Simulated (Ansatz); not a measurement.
An Ansatz (an electronic-structure program) run: SiO2 with a change (biaxial strain −2.63 %, plane normal [001], relaxed out of plane); PBEsol (Ansatz, PAW, no spin-orbit coupling), earlier PAW set.

Input:

Ansatz 0.2 input:
```yaml
crystal:
  lattice:
    - [4.8966380733, 0, 0]
    - [0, 4.8966380733, 0]
    - [0, 0, 7.1029541431]
  atoms:
    - { symbol: Si, position: [0.2979953987, 0.2979953987, 0] }
    - { symbol: Si, position: [0.7979953987, 0.2020046013, 0.75] }
    - { symbol: Si, position: [0.2020046013, 0.7979953987, 0.25] }
    - { symbol: Si, position: [0.7020046013, 0.7020046013, 0.5] }
    - { symbol: O, position: [0.2396090904, 0.1017765812, 0.1782674098] }
    - { symbol: O, position: [0.7396090904, 0.3982234188, 0.5717325902] }
    - { symbol: O, position: [0.2603909096, 0.6017765812, 0.0717325902] }
    - { symbol: O, position: [0.7603909096, 0.8982234188, 0.6782674098] }
    - { symbol: O, position: [0.8982234188, 0.7603909096, 0.3217325902] }
    - { symbol: O, position: [0.3982234188, 0.7396090904, 0.4282674098] }
    - { symbol: O, position: [0.6017765812, 0.2603909096, 0.9282674098] }
    - { symbol: O, position: [0.1017765812, 0.2396090904, 0.8217325902] }
basis: { ecutwfc: 420, ecutrho_ratio: 4, xc_grid: 2, fft_grid_basis: typed }
kpoints: { mp_grid: { grid: [5, 5, 4] } }
hamiltonian:
  xc: pbesol
  dispersion: none
  pseudopotentials: { azcp: { folder: ./paw }, kind: paw }
scf: { occupations: { method: fermi_dirac, width: 0.05 } }
relax: { f_tol: 0.005, max_steps: 50, cell: { stress_tol: 0.01, fix: [a, b, gamma] } }
output: { forces: true, stress: true }
checkpoint: { write: state.ck, write_every: 1000 }
```

Output (explanatory and most iteration lines left out):

```
Relaxation: its limit of steps is 50 (relax.max_steps)
Pseudopotential: Si, paw, valence charge 4
Pseudopotential: O, paw, valence charge 6
Crystal: 12 atoms, lattice volume = 170.308 Å³
Basis set: ecut = 420 eV, 3331 PW (Γ), exchange–correlation on 72×72×96 points (8 copies of the dense FFT grid, shifted against one another)
Bands: 44, of which v1, the nominal top of the filled ones, is band 32 counted from 1 (31 counted from 0)
Symmetry: 8 space group operations
Space group: P41212 (ITA 92), of the structure as read, at distance tolerance 5.5e-5 Å
k-points: 18 of 100 (time reversal used)
Functional: x = pbesol(κ = 0.804, μ = 0.12345679012345678), c = pbesol(β = 0.046)
SCF iter   1: F=—  HF=-6992.795771 eV  |F-HF|=—  |Δ(HF+E_count)|=         —  Δρ=1.22e-1  dr2=2.27e1  ethr=3.10e-3  ⟨swp⟩=6.9  Hψ=3943  notcnv=0  defer=20
SCF iter   2: F=—  HF=-6986.425242 eV  |F-HF|=—  |Δ(HF+E_count)|=    6.37e0  Δρ=4.14e-2  dr2=1.26e0  ethr=3.10e-3  ⟨swp⟩=4.6  Hψ=2149  notcnv=0  defer=102
SCF 1 converged in 8 iterations: F = -6986.262198 eV  dr2 = 2.36e-8
relax step   1: F+E_penalty+E_count = -6986.26219800 eV  Δ(F+E_penalty+E_count) = +0.000e0 eV  max|allowed force component| = 1.014e0 eV/Å  Δτ_max = 0.0000 Å  P = +7.185 GPa  Ω = 170.308 Å³  fix = [a, b, gamma]  reactions: a +9.455, b +9.455 GPa  (8 SCF iters, dr2 threshold 1.00e-7 eV, accepted)
[... steps on the carried basis left out ...]
relax step   9: F+E_penalty+E_count = -6986.46754869 eV  Δ(F+E_penalty+E_count) = -9.694e-4 eV  max|allowed force component| = 1.190e-3 eV/Å  Δτ_max = 0.0040 Å  P = +1.015 GPa  Ω = 166.718 Å³  energy of the carried Pulay correction = +8.114e-4 eV  fix = [a, b, gamma]  reactions: a +1.521, b +1.521 GPa  (5 SCF iters, dr2 threshold 3.89e-8 eV, accepted)
Crystal: 12 atoms, lattice volume = 166.718 Å³
SCF iter   1: F=—  HF=-6986.467099 eV  |F-HF|=—  |Δ(HF+E_count)|=         —  Δρ=1.37e-5  dr2=5.32e-8  ethr=1.39e-7  ⟨swp⟩=4.2  Hψ=6909  notcnv=0
SCF iter   2: F=—  HF=-6986.466865 eV  |F-HF|=—  |Δ(HF+E_count)|=   2.34e-4  Δρ=6.45e-6  dr2=1.57e-8  ethr=8.31e-11  ⟨swp⟩=3.1  Hψ=1740  notcnv=0
SCF 10 converged in 6 iterations: F = -6986.466865 eV  dr2 = 6.61e-13
SCF converged after 6 iterations
Free energy (F): -6986.466865 eV
Internal energy: -6986.466865 eV  (E = F + TS)
E sigma→0 (E₀):  -6986.466865 eV
Fermi energy:    4.378581 eV
--- Forces (eV/Å), atoms counted from 1 ---
  atom   1  Si    -0.00001053    -0.00001053     0.00000000
  atom   2  Si    -0.00001053     0.00001053    -0.00000000
  atom   3  Si     0.00001053    -0.00001053    -0.00000000
  atom   4  Si     0.00001053     0.00001053     0.00000000
  atom   5  O     -0.00034397    -0.00006544     0.00124905
  atom   6  O     -0.00034397     0.00006544    -0.00124905
  atom   7  O      0.00034397    -0.00006544    -0.00124905
  atom   8  O      0.00034397     0.00006544     0.00124905
  atom   9  O      0.00006544     0.00034397    -0.00124905
  atom  10  O      0.00006544    -0.00034397     0.00124905
  atom  11  O     -0.00006544     0.00034397     0.00124905
  atom  12  O     -0.00006544    -0.00034397    -0.00124905
--- Stress (GPa, compression-positive) ---
        1.519282       0.000000      -0.000000
        0.000000       1.519282       0.000000
        0.000000       0.000000      -0.009422
  P = ⅓ Tr σ = 1.0097 GPa (10.097 kbar)
--- Relaxed structure (8 steps of the walk, 8 accepted, 2 SCFs on fresh bases) ---
  cell:  # Å, volume = 166.7176 Å³
    - [4.8966380733, 0.0, 0.0]
    - [0.0, 4.8966380733, 1.3238624148017354e-33]
    - [0.0, 1.9203653370634254e-33, 6.953212344766672]
  atoms:
    - { symbol: Si, position: [0.3080871792966352, 0.3080871792966352, 2.28961531492934e-20] }
    - { symbol: Si, position: [0.8080871792966353, 0.19191282070336477, 0.75] }
    - { symbol: Si, position: [0.19191282070336477, 0.8080871792966353, 0.24999999999999997] }
    - { symbol: Si, position: [0.6919128207033648, 0.6919128207033648, 0.49999999999999994] }
    - { symbol: O, position: [0.23575930256907604, 0.12328299385902398, 0.18652751868678963] }
    - { symbol: O, position: [0.7357593025690762, 0.376717006140976, 0.5634724813132104] }
    - { symbol: O, position: [0.264240697430924, 0.623282993859024, 0.06347248131321039] }
    - { symbol: O, position: [0.7642406974309239, 0.8767170061409759, 0.6865275186867895] }
    - { symbol: O, position: [0.8767170061409759, 0.7642406974309239, 0.31347248131321037] }
    - { symbol: O, position: [0.376717006140976, 0.7357593025690762, 0.4365275186867896] }
    - { symbol: O, position: [0.623282993859024, 0.264240697430924, 0.9365275186867895] }
    - { symbol: O, position: [0.12328299385902398, 0.23575930256907604, 0.8134724813132104] }
```

Whether these cells are dynamically stable was not tested. The cell was made from SiO2 (space group P4_12_12, No. 92) by this change: biaxial strain −2.63 %, plane normal [001], relaxed out of plane.
